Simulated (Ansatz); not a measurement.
Base system: Si in the diamond structure (space group Fd-3m, No. 227).

```xyz
2
Lattice="0.0000 2.7220 2.7220 2.7220 0.0000 2.7220 2.7220 2.7220 0.0000" Properties=species:S:1:pos:R:3 pbc="T T T"
Si     2.7220     2.7220     2.7220
Si     4.0830     4.0830     4.0830
```

All numbers come from r2SCAN (Ansatz, a program for electronic structure), scalar-relativistic without spin-orbit coupling, earlier PAW set.

Before the change:

```
Property                        Result
-----------------------------  -------
Band gap                       0.78 eV
Shortest interatomic distance  2.357 Å
```

Modification: hydrostatic tension (pressure −1 GPa).

**Question.** Estimate the effect on the band gap.

**Answer.** The band gap rises by 0.018 eV to 0.79 eV.

**Question.** Estimate the effect on the shortest interatomic distance.

**Answer.** The shortest interatomic distance goes up by 0.0082 Å to 2.366 Å.

Load acts through the strain it causes; cell and atoms are relaxed under it. Stability against distortions was not tested.
